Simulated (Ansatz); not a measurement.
Structures of equal composition on the (111)B surface of zinc-blende GaAs (As plane on top): 2x2 As adatom at H3; 2x2 As adatom at T1; 2x2 As adatom at T4. The slabs share one bottom face, and each structure is named by its start. These are constructed structures in small cells; real faces may alloy, dewet or reconstruct in larger ones, and not all known structures of the face are among them. Slabs of about 14 Å with all that they carry, Fermi-Dirac smearing of 0.025 eV. Bottom of the slabs: H caps. Relaxed from the named starts with such symmetry as they have, on meshes of like density; energies extrapolated to zero smearing; no spin-orbit coupling, no U. Spin-polarised runs, if any, are marked in brackets, and their order is one that fits the cell; the others ran without spin. Where a second, spin-polarised start was run, the lower counts.

Host crystal: zinc-blende GaAs, with a band gap (PBE, scalar-relativistic without spin-orbit coupling).

The numbers are results of PBE (plane waves to 420 eV, PAW; Ansatz, a first-principles code), not measurements.

Task: Order them by energy per 1x1 cell (lowest first) at the level PBE.

Result: 2x2 As adatom at T4 (0.000 eV, gap 0.30 eV on the mesh), 2x2 As adatom at H3 (0.015 eV, no gap over 0.04 eV on the mesh), 2x2 As adatom at T1 (0.403 eV [spin, 0.5 μB a cell], no gap over 0.04 eV on the mesh)
